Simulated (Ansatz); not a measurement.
## Short convergence ladders for YSi₂ (C2/c, 6 atoms in the cell)

```xyz
6
Lattice="2.7985 -2.7973 0.0000 2.7985 2.7973 0.0000 -2.6952 0.0000 7.2922" Properties=species:S:1:pos:R:3 pbc="T T T"
Y      0.7771    -0.7024     5.4692
Y      2.1247     0.7024     1.8231
Si     0.7581     2.0936     4.2669
Si     2.1438    -2.0936     3.0253
Si     0.7962     2.0936     6.6714
Si     2.1057    -2.0936     0.6208
```

Base method: LDA (PW92), default PAW files made with PBE (plane waves; Ansatz, a first-principles code).

Base settings: basis.ecutwfc = 420 eV; kpoints.mp_grid.grid = 8 8 4; hamiltonian.xc = lda; hamiltonian.pseudopotentials = {kind: paw} (the program's default PAW files); scf.occupations.method = gaussian; scf.occupations.width = 0.1 eV.

Core times come from one kind of shared machine, to one figure; runs under 30 s give none.

**Zone-centre phonons against the cutoff**

In this ladder: phonons.method = dfpt.

The mesh stays at the base's, so the ladder's end is converged at best in this setting alone.

Frequencies are those of the unrelaxed cell, without the LO-TO term of polar crystals.

Only quantities that move along the ladder and can be compared are tabulated.

| basis.ecutwfc | highest zone-centre frequency (cm⁻¹) | lowest optical frequency (cm⁻¹) | core time / last (rough) |
|---|---|---|---|
| 210 eV | 434.1 | 94.8 | 0.1 |
| 250 eV | 432.5 | 93.4 | 0.1 |
| 295 eV | 423.4 | 92.3 | 0.2 |
| 420 eV | 423.1 | 92.5 | 0.4 |
| 630 eV | 423.2 | 92.5 | 1 |

Coarsest basis.ecutwfc that holds the highest zone-centre frequency within 1 cm⁻¹ of the last step, with all finer ones: 295 eV, at about 0.2 of the last step's time; the step before is off by 9.3 cm⁻¹.

Coarsest basis.ecutwfc that holds the lowest optical frequency within 2 cm⁻¹ of the last step, with all finer ones: 250 eV, at about 0.1 of the last step's time; the step before is off by 2.3 cm⁻¹.

**Zone-centre phonons against the mesh**

In this ladder: phonons.method = dfpt.

Frequencies are those of the unrelaxed cell, without the LO-TO term of polar crystals.

Only quantities that move along the ladder and can be compared are tabulated.

```csv
kpoints.mp_grid.grid,highest zone-centre frequency (cm⁻¹),lowest optical frequency (cm⁻¹),core time / last (rough)
3 3 2,433.1,108.3,–
5 5 3,431.6,91.5,0.2
7 7 4,424.0,98.2,0.6
8 8 5,431.2,91.8,1
```

Coarsest kpoints.mp_grid.grid that holds the highest zone-centre frequency within 5 cm⁻¹: not settled: the last two steps still differ by 7.2 cm⁻¹, over half the tolerance, so the ladder does not show it.

Coarsest kpoints.mp_grid.grid that holds the lowest optical frequency within 10 cm⁻¹: not settled: the last two steps still differ by 6.4 cm⁻¹, over half the tolerance, so the ladder does not show it.

**The force threshold of a relaxation**

On YSi2 (P1, 6 atoms in the cell): one atom moved by 0.15 angstrom.

In this ladder: relax = atoms.

The mesh stays at the base's, so the ladder's end is converged at best in this setting alone.

Only quantities that move along the ladder and can be compared are tabulated.

```tsv
relax.f_tol	free energy less the last step's (meV/atom)	largest force left (eV/Å)	relaxation steps	core time / last (rough)
0.2 eV/Å	0.43	0.1158	2	0.5
0.05 eV/Å	0.01	0.0202	3	0.6
0.02 eV/Å	0.01	0.0208	4	0.7
0.005 eV/Å	0.00	0.0044	4	0.8
0.001 eV/Å	0.00	0.0001	5	1
```

Coarsest relax.f_tol that holds the free energy within 0.1 meV/atom of the last step, with all finer ones: 0.05 eV/Å; the step before is off by 0.43 meV/atom.

Coarsest relax.f_tol that holds the largest force left within 0.01 eV/Å of the last step, with all finer ones: 0.005 eV/Å; the step before is off by 0.021 eV/Å.

On the base run: the starting cell comes from a database of computed structures (which also holds hypothetical and non-ambient phases and stackings), without a prior relaxation at this level. Its lattice was rescaled by up to half a per cent. In the base run, with a pressure of about -4 GPa the cell is away from its equilibrium volume at this level.

Keys are those of Ansatz 0.2.
